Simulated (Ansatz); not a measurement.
## Smallest direct gap on the k points sampled of B2O3 (model structure, P-62c, No. 190, 10 atoms in the cell) at several levels of theory

No measured value is used here.

Unless a cell is named, each level is at its own relaxed cell (LDA 10.25, PBEsol 12.01, r²SCAN 11.00, r²SCAN+rVV10 10.41 Å³/atom).

**Question.** Put these levels in order of the smallest direct gap on the k points sampled that they give for B2O3 (model structure, P-62c, No. 190, 10 atoms in the cell), smallest first: LDA (Ansatz, a quantum-chemistry and plane-wave program), PBEsol (Ansatz), r²SCAN (Ansatz), r²SCAN+rVV10 (Ansatz).

**Answer.** LDA (4.74 eV), PBEsol (5.41 eV), r²SCAN+rVV10 (5.69 eV), r²SCAN (5.98 eV)

At these levels the smallest gap is indirect and lower: PBEsol 4.95, r²SCAN 5.69, r²SCAN+rVV10 5.53, LDA 4.49 eV. Computed values are for a static lattice.  Each level is taken at its own relaxed cell. Cutoffs differ between the levels. Ansatz's density-functional and Hartree–Fock values are scalar-relativistic unless marked +SOC, with PAW data made under PBE.

A model structure was made by putting elements into a prototype or built by hand; it is no filed structure, need not be a known phase, and can be a saddle point held by its symmetry.
